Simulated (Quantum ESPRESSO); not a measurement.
Quantum ESPRESSO run on SrPdO3 (Pm-3m, 5 atoms in the cell): self-consistent single point.

Method of the run: PBEsol, spin-orbit coupling, PseudoDojo fully relativistic norm-conserving (PBESOL) pseudopotentials (plane waves; Quantum ESPRESSO).

```
CELL_PARAMETERS angstrom
      4.12591     0.00000     0.00000
      0.00000     4.12591     0.00000
      0.00000     0.00000     4.12591
ATOMIC_POSITIONS crystal
  Sr 0.00000 0.00000 0.00000
  Pd 0.50000 0.50000 0.50000
  O  0.50000 0.50000 0.00000
  O  0.00000 0.50000 0.50000
  O  0.50000 0.00000 0.50000
```

Reference input (self-consistent single point, DFT, PBEsol, plane waves, GBRV 1.5 ultrasoft (PBESOL) pseudopotentials): ecutwfc = 40 Ry; ecutrho = 320 Ry; occupations = smearing; smearing = gauss; degauss = 0.0073499 Ry; potentials = {Sr: sr_pbesol_v1.uspp.F.UPF, Pd: pd_pbesol_v1.4.uspp.F.UPF, O: o_pbesol_v1.2.uspp.F.UPF}; K_POINTS = automatic 6 6 6 0 0 0; conv_thr = 1e-10 Ry; mixing_beta = 0.7. This run's input differs from it in these lines:

```diff
@@ -13,4 +13,3 @@
  ntyp = 3,
- ecutwfc = 40,
- ecutrho = 320,
+ ecutwfc = 85,
  occupations = 'smearing',
@@ -18,2 +17,4 @@
  degauss = 0.0073499,
+ noncolin = .true.,
+ lspinorb = .true.,
 /
@@ -24,5 +25,5 @@
 ATOMIC_SPECIES
-Sr    87.6200  sr_pbesol_v1.uspp.F.UPF
-Pd   106.4200  pd_pbesol_v1.4.uspp.F.UPF
-O     15.9990  o_pbesol_v1.2.uspp.F.UPF
+Sr    87.6200  Sr.upf
+Pd   106.4200  Pd.upf
+O     15.9990  O.upf
 CELL_PARAMETERS {angstrom}
```

The program printed (abridged):

```
     Self-consistent Calculation

     iteration #  1     ecut=    85.00 Ry     beta= 0.70

---- Real-time Memory Report at c_bands before calling an iterative solver
           319 MiB given to the printing process from OS
           293 MiB allocation reported by mallinfo(arena+hblkhd)
------------------

     total energy              =    -434.28096019 Ry
     estimated scf accuracy    <       4.49008382 Ry

     iteration #  2     ecut=    85.00 Ry     beta= 0.70

---- Real-time Memory Report at c_bands before calling an iterative solver
           378 MiB given to the printing process from OS
   [... lines left out ...]

---- Real-time Memory Report at c_bands before calling an iterative solver
           426 MiB given to the printing process from OS
           403 MiB allocation reported by mallinfo(arena+hblkhd)
------------------

     total energy              =    -436.99679507 Ry
     estimated scf accuracy    <          2.2E-10 Ry

     iteration # 15     ecut=    85.00 Ry     beta= 0.70

---- Real-time Memory Report at c_bands before calling an iterative solver
           426 MiB given to the printing process from OS
           403 MiB allocation reported by mallinfo(arena+hblkhd)
------------------
     End of self-consistent calculation

     the Fermi energy is     8.8431 ev

!    total energy              =    -436.99679507 Ry
     estimated scf accuracy    <          5.8E-11 Ry
     smearing contrib. (-TS)   =      -0.00236131 Ry
     internal energy E=F+TS    =    -436.99443377 Ry

     convergence has been achieved in  15 iterations

     Forces acting on atoms (cartesian axes, Ry/au):

     atom    1 type  1   force =     0.00000000    0.00000000    0.00000000
   [... zero for the other atoms too ...]

     Total force =     0.000000     Total SCF correction =     0.000000

          total   stress  (Ry/bohr**3)                   (kbar)     P=     -137.34
  -0.00093364   0.00000000   0.00000000         -137.34        0.00        0.00
   0.00000000  -0.00093364   0.00000000            0.00     -137.34        0.00
   0.00000000   0.00000000  -0.00093364            0.00        0.00     -137.34

   JOB DONE.
```

The run converged in 15 iterations. Against the reference run the pressure goes from -12.77 to -13.73 GPa.

The starting cell comes from a database of computed structures (which also holds hypothetical and non-ambient phases and stackings), without a prior relaxation at this level. Its lattice was rescaled by a random factor within 2.5 % of one. With a pressure of about -14 GPa the cell is away from its equilibrium volume at this level.

Cost on one core of a shared machine: roughly 4 min.
